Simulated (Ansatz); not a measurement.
Defect migration in zinc-blende BAs: interstitial As, charge state -1. Calculation: PBE, PAW (plane waves to 420 eV; Ansatz, a first-principles code).

Settings: 64 host sites, the relaxed PBE lattice, one k-point at (0.250, 0.250, 0.250), smearing 0.01 eV, spin-restricted, no image-charge correction. Energies are static. The charge state is imposed; whether it is stable for some Fermi level was not computed. Sites that were not tried may lie lower.

Barriers: single points on a 2×2×2 k-point mesh shifted by half a step at the bands' geometries.

The step: a direct jump of one As atom (a rearrangement that moves the defect's centre by under 1 Å). Atoms about the jump, Cartesian Å from the middle of the jump, before and after:

| atom | x0 | y0 | z0 | x1 | y1 | z1 |
|---|---|---|---|---|---|---|
| As1 | 0.00 | 0.41 | -0.41 | 0.00 | -0.41 | 0.41 |
| B2 | 0.42 | 1.30 | 1.31 | 0.42 | 1.31 | 1.30 |
| B3 | 0.54 | -1.30 | -1.31 | 0.54 | -1.31 | -1.30 |
| As4 | -2.04 | -0.41 | -0.35 | -2.04 | -0.35 | -0.41 |
| As5 | 1.45 | -0.01 | 2.45 | 1.53 | 0.04 | 2.53 |
| As6 | 1.53 | 2.53 | 0.04 | 1.45 | 2.45 | -0.01 |
| As7 | 1.49 | -2.47 | 0.01 | 1.56 | -2.54 | -0.02 |
| As8 | 1.56 | -0.02 | -2.54 | 1.49 | 0.01 | -2.47 |
| B9 | 2.63 | -1.21 | 1.22 | 2.66 | -1.22 | 1.23 |
| B10 | 2.66 | 1.23 | -1.22 | 2.63 | 1.22 | -1.21 |
| B11 | -2.45 | -1.32 | 1.36 | -2.53 | -1.29 | 1.31 |
| B12 | -2.53 | 1.31 | -1.29 | -2.45 | 1.36 | -1.32 |
| As13 | -0.99 | -2.34 | -2.34 | -0.99 | -2.34 | -2.34 |
| As14 | -1.02 | -2.39 | 2.40 | -1.02 | -2.35 | 2.36 |
| As15 | -1.02 | 2.36 | -2.35 | -1.02 | 2.40 | -2.39 |
| As16 | -1.00 | 2.37 | 2.37 | -1.00 | 2.37 | 2.37 |

### Question
Give the saddle-point geometry and the barrier.

### Answer

| atom | x | y | z |
|---|---|---|---|
| As1 | 0.04 | 0.00 | 0.00 |
| B2 | 0.46 | 1.36 | 1.36 |
| B3 | 0.56 | -1.35 | -1.35 |
| As4 | -2.06 | -0.38 | -0.38 |
| As5 | 1.49 | 0.02 | 2.49 |
| As6 | 1.49 | 2.49 | 0.02 |
| As7 | 1.53 | -2.50 | -0.01 |
| As8 | 1.53 | -0.01 | -2.50 |
| B9 | 2.64 | -1.21 | 1.22 |
| B10 | 2.64 | 1.22 | -1.21 |
| B11 | -2.51 | -1.30 | 1.33 |
| B12 | -2.51 | 1.33 | -1.30 |
| As13 | -1.00 | -2.34 | -2.34 |
| As14 | -1.02 | -2.35 | 2.36 |
| As15 | -1.02 | 2.36 | -2.35 |
| As16 | -1.00 | 2.38 | 2.38 |
It lies 0.38 eV above the start and 0.38 eV above the end. The saddle point's order was not checked, and it lies on a symmetry element of the cell, where a band can be held.
